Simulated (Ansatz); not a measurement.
The parent structure is CdTe in the zinc blende structure (space group F-43m, No. 216; a = 6.6180 Å).

All numbers come from DFT with PBE, PAW potentials and a 420 eV plane-wave cutoff in Ansatz (a program for electronic structure), without spin-orbit coupling.

One change was made to it. Results:

The electron mass goes from 0.053 mₑ (at Γ) to 0.070 mₑ (at Γ); the band gap increases by 0.28 eV (0.59 eV → 0.87 eV); the lattice parameter a falls by 0.206 Å to 6.412 Å.

Task: Name the change that was made.
A) pressure 9 GPa
B) pressure −1 GPa
C) pressure 4.2 GPa

Result: C, pressure 4.2 GPa. For comparison, the band gap in the other runs: pressure −1 GPa gives 0.50 eV; pressure 9 GPa gives 1.10 eV.

With Te present, leaving out spin-orbit coupling can change the band edges. Load acts through the strain it causes; cell and atoms are relaxed under it. Masses are band curvatures over ±0.01 Å⁻¹ around the edge. Whether these cells are dynamically stable was not tested. Measured, CdTe leaves this structure (for cinnabar) near 3.53 GPa (temperature not stated; as listed in Datta, Sujoy, Jana, Debnarayan, arXiv (2020)), on rising pressure, with hysteresis.
